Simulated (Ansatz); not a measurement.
MoS2: pressure series

The reference is MoS$_{2}$ in the 2H-MoS2 type structure (space group P6_3/mmc, No. 194; a = 3.173 Å, c = 12.437 Å; layered, stacked along the Cartesian z axis).

Cell and atoms are relaxed at each pressure.

The values are results of DFT with r2SCAN+rVV10, PAW potentials and a 500 eV plane-wave cutoff in Ansatz (an electronic-structure program), without spin-orbit coupling, earlier PAW set, not measurements.

Computed cases, in order: 0 GPa (base); pressure 1.8 GPa; pressure 4.2 GPa; pressure 9 GPa; pressure 18 GPa; pressure 30 GPa; pressure 45 GPa; pressure 60 GPa.

**Question.** Between which two neighbouring cases does the band gap open or close?

**Answer.** Between pressure 18 GPa (0.26 eV) and pressure 30 GPa (zero). The whole series: 0 GPa (base): 1.01 eV; pressure 1.8 GPa: 0.87 eV; pressure 4.2 GPa: 0.74 eV; pressure 9 GPa: 0.54 eV; pressure 18 GPa: 0.26 eV; pressure 30 GPa: zero; pressure 45 GPa: zero; pressure 60 GPa: zero.

The mesh was chosen for an insulator and is coarse for the gapless case. Load acts through the strain it causes; cell and atoms are relaxed under it. Stability against distortions was not tested. No other phases were tried under pressure. The final runs are not spin-polarised. The zero or small gap of MoS2 under pressure 18 GPa, MoS2 under pressure 30 GPa and MoS2 under pressure 45 GPa can change with the level of theory.
